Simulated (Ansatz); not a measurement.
Consider a periodic stack without vacuum, fcc Al (1 1 0) on alpha cristobalite (1 0 0) (film strained to the substrate, faces as cut): substrate slab Si12O24, film Al24, surface cells [[0, 1], [-1, 0]] and [[-1, 2], [-1, -1]], film strained by +1.4 and +2.7 %, faces O/O and Al/Al as cut (like faces can put a slab off its formula). Its start:

```
CELL_PARAMETERS angstrom
      7.09880     0.00000    -0.03469
      0.00000     5.08305    -0.01143
      2.82126     1.63151    27.52267
ATOMIC_POSITIONS crystal
  Si 0.65950 0.72170 0.16217
  Si 0.20586 0.17856 0.04870
  Si 0.42077 0.22819 0.14178
  Si 0.93884 0.67838 0.07115
  O  0.84953 0.65126 0.12761
  O  0.49013 0.51979 0.15373
  O  0.36891 0.23535 0.08539
  O  0.59188 0.02014 0.14860
  O  0.11352 0.88981 0.06783
  O  0.77637 0.76196 0.03673
  O  0.03274 0.39289 0.05785
  O  0.23382 0.14880 0.17833
  Si 0.59500 0.66753 0.34539
  Si 0.13680 0.12610 0.23423
  Si 0.35083 0.17441 0.32636
  Si 0.87816 0.62043 0.25310
  O  0.78349 0.61415 0.30902
  O  0.42529 0.46328 0.33835
  O  0.29877 0.17966 0.27039
  O  0.51840 0.96443 0.33512
  O  0.05213 0.83021 0.24514
  O  0.71251 0.69673 0.21788
  O  0.96273 0.33256 0.24076
  O  0.15809 0.10154 0.36157
  Si 0.52684 0.63035 0.52869
  Si 0.06651 0.06682 0.41754
  Si 0.29119 0.13100 0.50721
  Si 0.81229 0.56157 0.43750
  O  0.72086 0.56567 0.49401
  O  0.35810 0.43435 0.51414
  O  0.23308 0.12371 0.45191
  O  0.47461 0.93657 0.51211
  O  0.98903 0.76731 0.42909
  O  0.65135 0.63693 0.40111
  O  0.89083 0.26746 0.42770
  O  0.11547 0.03868 0.54566
  Al 0.73509 0.78329 0.65921
  Al 0.06222 0.43629 0.65477
  Al 0.38847 0.11293 0.65743
  Al 0.73734 0.29339 0.61304
  Al 0.08115 0.94742 0.60911
  Al 0.41696 0.63142 0.61831
  Al 0.35762 0.08473 0.76071
  Al 0.69099 0.75068 0.76288
  Al 0.02209 0.41116 0.75755
  Al 0.37620 0.59577 0.71788
  Al 0.70491 0.26280 0.71365
  Al 0.04239 0.92235 0.71457
  Al 0.99144 0.38347 0.85771
  Al 0.32710 0.07020 0.86353
  Al 0.66491 0.71847 0.86826
  Al 0.00818 0.89594 0.81506
  Al 0.34598 0.57909 0.82036
  Al 0.67351 0.22817 0.81588
  Al 0.68779 0.74252 0.97862
  Al 0.97290 0.34125 0.95568
  Al 0.30639 0.04873 0.96498
  Al 0.64800 0.19888 0.91821
  Al 0.00401 0.85523 0.91559
  Al 0.33590 0.56017 0.92531
```

The start was prepared with a machine-learned potential, and the result is one local minimum, with the in-plane cell held and forces under 0.04 eV/Å; the film can end far from its bulk form.

All values below come from PBE (plane waves to 420 eV, PAW; Ansatz, a program for electronic structure). Spin–orbit coupling is left out; the runs are not spin-polarised; PBE gaps are too small against experiment. Its k-point mesh 4×5×1, Fermi–Dirac width 0.05 eV.

Task: Predict the relaxed interface.

Result: 
- interface area: 36.1 Å²
- period: 27.60 Å
- gaps between the outermost planes at the two interfaces: 1.72 and 1.70 Å
- Al–O contacts across the interfaces within 1.22 times the sum of covalent radii: 3, mean 1.83 Å
- Al–Si contacts across the interfaces within 1.22 times the sum of covalent radii: 2, mean 2.50 Å
